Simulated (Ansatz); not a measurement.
Given:

```yaml
crystal:
  lattice:
    - [0.00000, 2.34243, 2.34243]
    - [2.34243, 0.00000, 2.34243]
    - [2.34243, 2.34243, 0.00000]
  atoms:
    - { symbol: B, position: [0.00000, 0.00000, 0.00000] }
    - { symbol: As, position: [0.25000, 0.25000, 0.25000] }
```

No spin polarisation.

The values are results of Kohn–Sham DFT with the LDA functional, run in Ansatz (a first-principles code) with PAW and 420 eV plane waves, scalar-relativistic without spin-orbit coupling, not measurements. Γ-centred 12×12×12 mesh, Fermi–Dirac width 0.05 eV.

Q: What is the computed width of the top valence band?

A: 5.55 eV.

Q: What is the computed band gap?

A: 1.08 eV.

The cells carry an imposed strain or load. Whether these cells are dynamically stable was not tested. The cell was made from BAs in the zinc blende structure (space group F-43m, No. 216) by this change: isotropic strain −1.00 %.
